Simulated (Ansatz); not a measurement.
InAs (model structure, started from the CsCl type, Pm-3m, No. 221, 2 atoms in the cell), treated with PBEsol (Ansatz, a first-principles code, PAW).

Numerical settings: plane-wave cutoff 520 eV, 16×16×16 k mesh, Fermi–Dirac smearing 0.05 eV, scalar-relativistic PAW data made under PBE.

Cell (relaxed at this level):

```
InAs
1.0
    3.50947     0.00000     0.00000
    0.00000     3.50947     0.00000
    0.00000     0.00000     3.50947
In As
1 1
Cartesian
  0.00000   0.00000   0.00000
  1.75473   1.75473   1.75473
```

Question: Give the computed bulk modulus.

Answer: 
- bulk modulus = 66.9 GPa

The run finds no gap.

Note: the bulk modulus is −V dP/dV from two relaxed cells at ±2 % in volume; the relaxation could raise the start's symmetry but not lower it, so the cell can be a saddle point.

Spin–orbit coupling is not included; it can open a gap where bands touch, and shift volumes and moduli.

Computing time: very roughly 40 core-seconds.

A model structure was made by putting elements into a prototype or built by hand; it is no filed structure, need not be a known phase, and can be a saddle point held by its symmetry.
